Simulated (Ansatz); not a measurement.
**A computed series for TiAl3: response to strain**

Start from TiAl₃ (space group I4/mmm, No. 139; a = 3.826 Å, c = 8.554 Å; relaxed with 0.1 eV smearing).

Strains are applied to the cell and any free atomic positions relax.

All numbers come from r2SCAN (Ansatz, a first-principles code, PAW, spin-orbit coupling left out).

Notes on the quantities. energy relative to the base: free energy F.

```json
[
 {"isotropic strain (%)": "0", "energy relative to the base (meV/atom)": "0.0"},
 {"isotropic strain (%)": "0.98", "energy relative to the base (meV/atom)": "4.7"},
 {"isotropic strain (%)": "1.1", "energy relative to the base (meV/atom)": "5.9"},
 {"isotropic strain (%)": "3.5", "energy relative to the base (meV/atom)": "55.8"},
 {"isotropic strain (%)": "4.74", "energy relative to the base (meV/atom)": "?"},
 {"isotropic strain (%)": "5.74", "energy relative to the base (meV/atom)": "140.6"}
]
```

Task: Fit ΔE = Aε² + Bε³ (ε in %) to the rows shown and predict the withheld row.

Result: Least squares on the printed values gives A = 5.01 and B = -0.13 meV/atom (largest residual 0.0 meV/atom); this predicts 98.8 meV/atom, and the run gives 98.7 meV/atom, in agreement.

Whether these cells are dynamically stable was not tested. The final runs are not spin-polarised.
